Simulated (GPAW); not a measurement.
**σxx against uniaxial strain in fcc Au (space group 225): C11 (GPAW, LDA)**

```
Au
1.0
    0.00000     2.03631     2.03631
    2.00577     0.00000     2.03631
    2.00577     2.03631     0.00000
Au
1
Direct
  0.00000   0.00000   0.00000
```

Computed with LDA (Perdew-Wang 92), GPAW PAW datasets LDA (gpaw-data 1.0.1) (plane waves; GPAW). Settings: mode = pw; ecut = 585 eV; xc = LDA; kpts = 36 36 36; mesh shift (steps) = 0 0 0; occupations.name = fermi-dirac; occupations.width = 0.05 eV; nbands = -7; convergence.density = 1e-06 e/electron; convergence.energy = 1e-06 eV/electron; symmetry.symmorphic = false; symmetry.tolerance = 0.0005; maxiter = 120. The cell above is the first row's. The rows stretch one cube axis (x) by the strain ε and hold the other two. Stress is positive in tension. In all rows the k mesh is held.

```csv
ε (%),σxx (GPa)
-1.5,-3.35
-1.0,-2.19
-0.5,-1.07
0.0,0.01
0.5,1.06
1.0,2.08
1.5,3.07
2.0,?
```

Taking a parabola for σxx over the 7 complete rows: Least squares gives σxx = 0.011 + 2.1379·ε - 0.0671·ε². Residuals (row less fit): -0.003, 0.004, 0.005, -0.001, -0.003, -0.002, 0.003; standard error 0.004 (degrees of freedom: 4). The slope at ε = 0, 2.1379 GPa per cent, gives C11 ≈ 100 × 2.1379 = 214 GPa, for the static lattice.

Problem. Predict the withheld σxx at ε = 2.0 from the fit, and compare with the calculation.

Solution. σxx = 0.011 + 2.1379 × 2.0 - 0.0671 × 2.0² = 4.018 GPa. The calculation gives 4.02 GPa, which the fit meets to the printed digits. The row lies outside the fitted rows, so this is an extrapolation. From the scatter of the fitted rows alone, a prediction at this place has a standard error of 0.008 GPa, so the miss is 0.3 times that.

Carrying the step between the two nearest rows on in a straight line would have given 4.06, off by 0.04; series whose last step already gives the withheld value aren't shown. The reference cell has the volume at which an earlier scan in this program and functional put its minimum by a fit. The unstrained cell stands at a pressure of -0.01 GPa, and the constants belong to that pressure. Spin-orbit coupling is off. Without a gap such slopes are sensitive to mesh and smearing. Cutoffs and mesh are single choices, not tested for convergence of this quantity. Series with a scatter that would blur these digits, or in which a gap closes, are not shown. Strain series were run only where this level's volume lies within 10 % of a first guess from the measured size.
